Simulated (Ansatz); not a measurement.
Structures of equal composition on the (000-1) surface of 4H silicon carbide (C plane on top): 2x2 Si adatom at H3; 2x2 Si adatom at T1; 2x2 Si adatom at T4. The slabs share one bottom face, and each structure is named by its start. These are constructed structures in small cells; real faces may alloy, dewet or reconstruct in larger ones, and not all known structures of the face are among them. Slabs of about 11 Å with all that they carry, Fermi-Dirac smearing of 0.025 eV. Bottom of the slabs: H caps. Relaxed from the named starts with such symmetry as they have, on meshes of like density; energies extrapolated to zero smearing; no spin-orbit coupling, no U. Spin-polarised runs, if any, are marked in brackets, and their order is one that fits the cell; the others ran without spin. Where a second, spin-polarised start was run, the lower counts.

Host crystal: 4H silicon carbide, with a band gap (PBE, scalar-relativistic without spin-orbit coupling).

Calculation: r2SCAN, at the PBE geometry (plane waves to 500 eV, PAW; Ansatz, a program for electronic structure).

Rank these by energy per 1x1 cell (lowest first), as r2SCAN, at the PBE geometry gives it.

2x2 Si adatom at H3 (0.000 eV), 2x2 Si adatom at T4 (0.339 eV, a narrow gap of 0.08 eV by band count), 2x2 Si adatom at T1 (0.729 eV, no gap over 0.04 eV on the mesh)
